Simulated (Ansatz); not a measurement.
# MgSe: pressure series

Base system: MgSe in the rock salt structure (space group Fm-3m, No. 225; a = 5.5084 Å).

Cell and atoms are relaxed at each pressure.

Method: PBE, PAW, 420 eV (Ansatz, an electronic-structure program; no SOC).

| change | electron mass | smallest direct gap | width of the top valence band | lattice parameter a |
|---|---|---|---|---|
| base | 0.48 mₑ along k, 0.24 mₑ across (at X) | 2.40 eV | 2.45 eV | 5.508 Å |
| pressure −2 GPa | 0.47 mₑ along k, 0.24 mₑ across (at X) | 2.18 eV | 2.36 eV | 5.574 Å |
| pressure −1 GPa | 0.48 mₑ along k, 0.24 mₑ across (at X) | 2.29 eV | 2.41 eV | 5.540 Å |
| pressure 0.3 GPa | 0.48 mₑ along k, 0.24 mₑ across (at X) | 2.43 eV | 2.47 eV | 5.499 Å |
| pressure 0.7 GPa | 0.48 mₑ along k, 0.24 mₑ across (at X) | 2.47 eV | 2.49 eV | 5.488 Å |
| pressure 1.5 GPa | 0.48 mₑ along k, 0.24 mₑ across (at X) | 2.56 eV | 2.52 eV | 5.465 Å |
| pressure 3 GPa | 0.49 mₑ along k, 0.24 mₑ across (at X) | 2.70 eV | 2.59 eV | 5.427 Å |
| pressure 5 GPa | 0.49 mₑ along k, 0.24 mₑ across (at X) | ? | ? | 5.379 Å |
| pressure 7.5 GPa | 0.50 mₑ along k, 0.24 mₑ across (at X) | 3.10 eV | 2.76 eV | 5.327 Å |
| pressure 10 GPa | 0.50 mₑ along k, 0.24 mₑ across (at X) | 3.30 eV | 2.85 eV | 5.280 Å |

Problem. Some entries are withheld; estimate them.

Solution. 
- pressure 5 GPa, smallest direct gap: 2.88 eV
- pressure 5 GPa, width of the top valence band: 2.67 eV

Load acts through the strain it causes; cell and atoms are relaxed under it. Effective masses come from finite differences of ±0.01 Å⁻¹. Along k means along the line from Γ to the band edge. Whether these cells are dynamically stable was not tested. No other phases were tried under pressure.
